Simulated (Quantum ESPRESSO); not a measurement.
**Pressure against volume in hcp Re (space group 194) (Quantum ESPRESSO, LDA)**

```xyz
2
Lattice="2.6527 0.0000 0.0000 -1.3263 2.2973 0.0000 0.0000 0.0000 4.2865" Properties=species:S:1:pos:R:3 pbc="T T T"
Re     1.3263     0.7658     3.2149
Re     0.0000     1.5315     1.0716
```

Computed with LDA (PZ), GBRV 1.5 ultrasoft (LDA) pseudopotentials (plane waves; Quantum ESPRESSO). Settings: ecutwfc = 52 Ry; ecutrho = 416 Ry; occupations = smearing; smearing = fermi-dirac; degauss = 0.0036749 Ry; potentials = {Re: re_lda_v1.2.uspp.F.UPF}; K_POINTS = automatic 25 25 13 0 0 0; conv_thr = 1e-10 Ry. The cell above is the first row's. The rows scale it uniformly. In all rows fractional positions and the k mesh are held.

| V (Å^3/atom) | P (GPa) |
|---|---|
| 13.061 | ? |
| 13.345 | 34.14 |
| 13.629 | 23.06 |
| 13.913 | 13.10 |
| 14.196 | 4.13 |
| 14.480 | -3.92 |
| 14.764 | -11.16 |
| 15.048 | -17.65 |
| 15.332 | -23.48 |

Question: Using a cubic, estimate the missing P at V = 13.061 from the other rows, showing the fit.

Answer: With u = V - 14.3, the rows have u = -0.9550, -0.6710, -0.3870, -0.1040, 0.1800, 0.4640, 0.7480, 1.0320. Least squares gives P = 1.085 - 28.7984·u + 5.4872·u² - 0.6271·u³. Residuals (row less fit): 0.002, -0.009, 0.012, -0.010, 0.005, -0.001, -0.001, 0.000; standard error 0.009 (degrees of freedom: 4). The fitted pressure is zero at V0 = 14.34, where dP/dV = -28.38, so B0 = -V0·dP/dV = 407 GPa. At the withheld row, u = -1.2390, so P = 1.085 - 28.7984 × (-1.2390) + 5.4872 × (-1.2390)² - 0.6271 × (-1.2390)³ = 46.382 GPa. The calculation gives 46.46 GPa, 0.078 GPa above the prediction (0.1 % of the range of P in the table). The row lies outside the fitted rows, so this is an extrapolation. From the scatter of the fitted rows alone, a prediction at this place has a standard error of 0.025 GPa, so the miss is 3.1 times that.

Carrying the step between the two nearest rows on in a straight line would have given 45.22, off by 1.24; series whose last step already gives the withheld value aren't shown. The scan was laid around a cell of about the measured size, scaled by a guess for this functional; axis ratios and inner coordinates come from that cell. The runs keep the symmetry of the cell, so they don't test it for distortions. Spin polarisation is off. Spin-orbit coupling is off. The shape of the cell and the inner coordinates aren't relaxed, so V0 and B0 belong to this uniform scaling; a relaxed crystal lies no higher in energy and is usually softer. Cutoffs and mesh are single choices, not tested for convergence of this quantity. Series with a scatter that would blur these digits, or in which a gap closes, are not shown.

Terms beyond the fitted order, or numerical noise in single rows, can give a miss of this size; the table doesn't tell which.
